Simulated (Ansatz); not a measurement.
Abridged Ansatz (an electronic-structure program) output:

```
Relaxation: its limit of steps is 50 (relax.max_steps)
Pseudopotential: Mo, paw, valence charge 14
Pseudopotential: P, paw, valence charge 5
Crystal: 2 atoms, lattice volume = 27.718 Å³
Basis set: ecut = 420 eV, 551 PW (Γ), exchange–correlation on 48×48×48 points (8 copies of the dense FFT grid, shifted against one another)
Bands: 14, of which v1, the nominal top of the filled ones, is band 10 counted from 1 (9 counted from 0)
Symmetry: 12 space group operations
k-points: 440 of 7200 (time reversal used)
Functional: x = pbe(κ = 0.804, μ = 0.2195149727645171), c = pbe(β = 0.06672455060314922)
SCF iter   1: F=—  HF=-5713.009245 eV  |F-HF|=—  |Δ(HF+E_count)|=         —  Δρ=6.60e-3  dr2=3.77e-3  ethr=1.77e-3  ⟨swp⟩=5.0  Hψ=36197  notcnv=0
SCF iter   2: F=—  HF=-5713.010743 eV  |F-HF|=—  |Δ(HF+E_count)|=   1.50e-3  Δρ=3.96e-3  dr2=1.70e-3  ethr=1.98e-5  ⟨swp⟩=1.1  Hψ=9732  notcnv=0
SCF 1 converged in 6 iterations: F = -5713.011577 eV  dr2 = 1.50e-9
relax step   1: F+E_penalty+E_count = -5713.01157691 eV  Δ(F+E_penalty+E_count) = +0.000e0 eV  max|allowed force component| = 3.932e-17 eV/Å  Δτ_max = 0.0000 Å  P = +9.968 GPa  Ω = 27.718 Å³  fix = [a, b, gamma]  reactions: a +13.570, b +13.570 GPa  (6 SCF iters, dr2 threshold 1.00e-7 eV, accepted)
[... steps on the carried basis left out ...]
relax step   4: F+E_penalty+E_count = -5713.01282274 eV  Δ(F+E_penalty+E_count) = -1.979e-7 eV  max|allowed force component| = 1.850e-17 eV/Å  Δτ_max = 0.0000 Å  P = +8.352 GPa  Ω = 27.869 Å³  energy of the carried Pulay correction = -4.391e-5 eV  fix = [a, b, gamma]  reactions: a +12.528, b +12.528 GPa  (7 SCF iters, dr2 threshold 2.98e-10 eV, accepted)
Crystal: 2 atoms, lattice volume = 27.869 Å³
SCF iter   1: F=—  HF=-5713.012868 eV  |F-HF|=—  |Δ(HF+E_count)|=         —  Δρ=4.52e-5  dr2=1.82e-8  ethr=2.65e-8  ⟨swp⟩=3.0  Hψ=54298  notcnv=0
SCF iter   2: F=—  HF=-5713.012866 eV  |F-HF|=—  |Δ(HF+E_count)|=   1.92e-6  Δρ=2.24e-5  dr2=4.03e-9  ethr=9.60e-11  ⟨swp⟩=2.1  Hψ=9227  notcnv=0
SCF 5 converged in 9 iterations: F = -5713.012866 eV  dr2 = 1.38e-20
SCF converged after 9 iterations
Free energy (F): -5713.012866 eV
Internal energy: -5712.989019 eV  (E = F + TS)
E sigma→0 (E₀):  -5713.000943 eV
Entropy (-TS):   -0.023847 eV (-11.923 meV/atom)
Fermi energy:    17.958015 eV
--- Forces (eV/Å), atoms counted from 1 ---
  atom   1  Mo     0.00000000     0.00000000    -0.00000000
  atom   2  P     -0.00000000    -0.00000000    -0.00000000
--- Stress (GPa, compression-positive) ---
       12.527358       0.000000      -0.000000
        0.000000      12.527358      -0.000000
       -0.000000      -0.000000       0.001547
  P = ⅓ Tr σ = 8.3521 GPa (83.521 kbar)
--- Relaxed structure (4 steps of the walk, 4 accepted, 1 SCFs on fresh bases) ---
  cell:  # Å, volume = 27.8685 Å³
    - [3.141050009509034, 2.8867448867214952e-11, 0.0]
    - [1.570525004729517, 2.7202291028066097, 0.0]
    - [0.0, 0.0, 3.2616196209893453]
  atoms:
    - { symbol: Mo, position: [-1.850371707924006e-17, -1.8503717079240055e-17, 0.0] }
    - { symbol: P, position: [0.6666666666666663, 0.6666666666666665, 0.5] }
```

### Question
What was computed, and what are the main results?

### Answer
MoP, 2 atoms in the cell, with Ansatz, PBE, PAW, cutoff 420 eV, scalar-relativistic without spin-orbit coupling. The last SCF converged to F = -5713.012866 eV, or -2856.5064 eV per atom, at a pressure of 8.35 GPa. The total energy compares only with runs of the same code, potentials and settings.

The cells carry an imposed strain or load. Whether these cells are dynamically stable was not tested. All final runs are without spin polarisation. The cell was made from MoP (space group P-6m2, No. 187) by this change: biaxial strain −3.12 %, plane normal [001], relaxed out of plane.

Keys are those of Ansatz 0.2.
